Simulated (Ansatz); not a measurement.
Start from Sn (space group I4_1/amd, No. 141; a = 5.949 Å, c = 3.214 Å; relaxed with 0.1 eV smearing). Axes: x, y, z lie along a, b, c of the conventional cell.

All numbers come from PBE in Ansatz (plane waves to 420 eV, PAW, without spin-orbit coupling).

Strains are applied to the cell and any free atomic positions relax; under biaxial strain the out-of-plane vector relaxes too; under stress the whole cell relaxes.

One change was made to it. Results:

The energy rises by 2.4 meV/atom; the band gap remains zero.

What was done to the base?
A) uniaxial stress, 0.5 GPa compression along z
B) isotropic strain +0.81 %
C) biaxial strain +3.88 %, plane normal [001], relaxed out of plane

B, isotropic strain +0.81 %. For comparison, the energy relative to the base in the other runs: biaxial strain +3.88 %, plane normal [001], relaxed out of plane gives +23 meV/atom; uniaxial stress, 0.5 GPa compression along z gives +0.3 meV/atom.

A biaxial case was relaxed in a doubled cell and then solved in the primitive one. Stability under load was not tested beyond the relaxation.

Ansatz is an electronic-structure program.
